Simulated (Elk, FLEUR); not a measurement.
A FLEUR input for a self-consistent single point of AlCo (Pm-3m, 2 atoms in the cell) (DFT, PBE, all-electron FLAPW (FLEUR), scalar-relativistic valence):

Input of the input generator:

```
AlCo
&input film=f /
5.2820736464 0.0000000000 0.0000000000
0.0000000000 5.2820736464 0.0000000000
0.0000000000 0.0000000000 5.2820736464
1.0
1.0 1.0 1.0

2
13 0.0000000000 0.0000000000 0.0000000000
27 0.5000000000 0.5000000000 0.5000000000

&comp jspins=1 /
&kpt div1=9 div2=9 div3=9 /
&end /
```

```xml
<?xml version="1.0" encoding="UTF-8" standalone="no"?>
<fleurInput fleurInputVersion="0.39">
   <comment>
      AlCo                                                                                                
   </comment>
   <calculationSetup>
      <cutoffs Kmax="4.1" Gmax="16.4" GmaxXC="16.4" numbands="0"/>
      <scfLoop itmax="100" minDistance="0.00001" maxIterBroyd="40" imix="Anderson" alpha="0.05" precondParam="0.0" spinf="2.0"/>
      <coreElectrons ctail="T" frcor="F" kcrel="0" coretail_lmax="0"/>
      <xcFunctional name="pbe" relativisticCorrections="F"/>
      <magnetism jspins="1"/>
      <soc l_soc="F" theta="0.0" phi="0.0" spav="F"/>
      <expertModes spex="0" secvar="F"/>
      <geometryOptimization l_f="T" forcealpha="1.0" forcemix="BFGS" epsdisp="0.00001" epsforce="0.00001"/>
      <ldaU l_linMix="F" mixParam="0.05" spinf="1.0"/>
   </calculationSetup>
   <cell>
      <bzIntegration valenceElectrons="18.0" mode="gauss" fermiSmearingEnergy="0.00999582">
         <kPointListSelection listName="default-1"/>
         <!-- k-points included here -->
         <xi:include xmlns:xi="http://www.w3.org/2001/XInclude" href="kpts.xml"> </xi:include>
      </bzIntegration>
      <!-- symmetry operations included here -->
      <xi:include xmlns:xi="http://www.w3.org/2001/XInclude" href="sym.xml"> </xi:include>
      <bulkLattice scale="1.0">
         <bravaisMatrix>
            <row-1>    5.2820736463999998     0.0000000000000000     0.0000000000000000</row-1>
            <row-2>    0.0000000000000000     5.2820736463999998     0.0000000000000000</row-2>
            <row-3>    0.0000000000000000     0.0000000000000000     5.2820736463999998</row-3>
         </bravaisMatrix>
      </bulkLattice>
   </cell>
   <atomSpecies>
      <species name="Aluminum (Al)" element="Al" atomicNumber="13">
         <mtSphere radius="1.68" gridPoints="583" logIncrement="0.019"/>
         <atomicCutoffs lmax="6" lnonsphr="4"/>
         <electronConfig flipSpins="F">
            <coreConfig>(1s1/2) (2s1/2) (2p1/2) (2p3/2)</coreConfig>
            <valenceConfig>(3s1/2) (3p1/2) (3p3/2)</valenceConfig>
            <stateOccupation state="(3p1/2)" spinUp="0.1666666666667" spinDown="0.1666666666667"/>
            <stateOccupation state="(3p3/2)" spinUp="0.3333333333333" spinDown="0.3333333333333"/>
         </electronConfig>
         <energyParameters s="3" p="3" d="3" f="4"/>
      </species>
      <species name="Cobalt (Co)" element="Co" atomicNumber="27">
         <mtSphere radius="2.47" gridPoints="853" logIncrement="0.014"/>
         <atomicCutoffs lmax="10" lnonsphr="8"/>
         <electronConfig flipSpins="F">
            <coreConfig>(1s1/2) (2s1/2) (2p1/2) (2p3/2) (3s1/2)</coreConfig>
            <valenceConfig>(3p1/2) (3p3/2) (4s1/2) (3d3/2) (3d5/2)</valenceConfig>
            <stateOccupation state="(3d3/2)" spinUp="1.4" spinDown="1.4"/>
            <stateOccupation state="(3d5/2)" spinUp="2.1" spinDown="2.1"/>
         </electronConfig>
         <energyParameters s="4" p="4" d="3" f="4"/>
         <lo type="SCLO" l="1" n="3" eDeriv="0"/>
      </species>
   </atomSpecies>
   <atomGroups>
      <atomGroup species="Aluminum (Al)">
         <relPos label="                   1">.0000000000 .0000000000 .0000000000</relPos>
         <force calculate="T" relaxXYZ="TTT"/>
      </atomGroup>
      <atomGroup species="Cobalt (Co)">
         <relPos label="                   2">1.000/2.000 1.000/2.000 1.000/2.000</relPos>
         <force calculate="T" relaxXYZ="TTT"/>
      </atomGroup>
   </atomGroups>
   <output dos="F" band="F" slice="F">
      <checks vchk="F" cdinf="F"/>
      <bandDOS minEnergy="-.5*Htr" maxEnergy="0.5*Htr" sigma="0.015" storeEVData="T"/>
      <vacuumDOS vacdos="F" integ="F" star="F" nstars="0" locx1="0.0" locy1="0.0" locx2="0.0" locy2="0.0" nstm="0" tworkf="0.0"/>
      <unfoldingBand unfoldBand="F" supercellX="1" supercellY="1" supercellZ="1"/>
      <plotting iplot="0" polar="F">
         <plot TwoD="T" vec1="  1.0  0.0  0.0" vec2="  0.0  1.0  0.0" vec3="  0.0  0.0  1.0" zero="  0.0  0.0  0.0" file="plot"/>
      </plotting>
      <chargeDensitySlicing numkpt="0" minEigenval="0.0" maxEigenval="0.0" nnne="0" pallst="F"/>
      <specialOutput eonly="F"/>
      <magneticCircularDichroism mcd="F" energyLo="-10.0" energyUp="0.0"/>
   </output>
  <!-- We include the file relax.xml here to enable relaxations (see documentation) -->
  <xi:include xmlns:xi="http://www.w3.org/2001/XInclude" href="relax.xml"> <xi:fallback/> </xi:include>
</fleurInput>
```

### Question
Give the Elk input for the same structure, mesh, smearing and functional.

### Answer
One input that does it (others would too):

```
tasks
  0

xctype
  20

rgkmax
  7.0

rmtscf
  0.93

stype
  0

swidth
  0.00999582

avec
    5.2820736464    0.0000000000    0.0000000000
    0.0000000000    5.2820736464    0.0000000000
    0.0000000000    0.0000000000    5.2820736464

sppath
  './'

atoms
  2   : nspecies
  'Al.in'   : spfname
  1   : natoms; atposl, bfcmt below
  0.0000000000  0.0000000000  0.0000000000    0.0 0.0 0.0
  'Co.in'   : spfname
  1   : natoms; atposl, bfcmt below
  0.5000000000  0.5000000000  0.5000000000    0.0 0.0 0.0

ngridk
  9 9 9
```

Basis, cutoffs, solver keys and any potentials are the target program's own. This input uses DFT, PBE, all-electron FP-LAPW, Elk's shipped species files, default APW+lo basis.

The starting cell comes from a database of computed structures (which also holds hypothetical and non-ambient phases and stackings), without a prior relaxation at this level. Its lattice was rescaled by a random factor within 2.5 % of one.
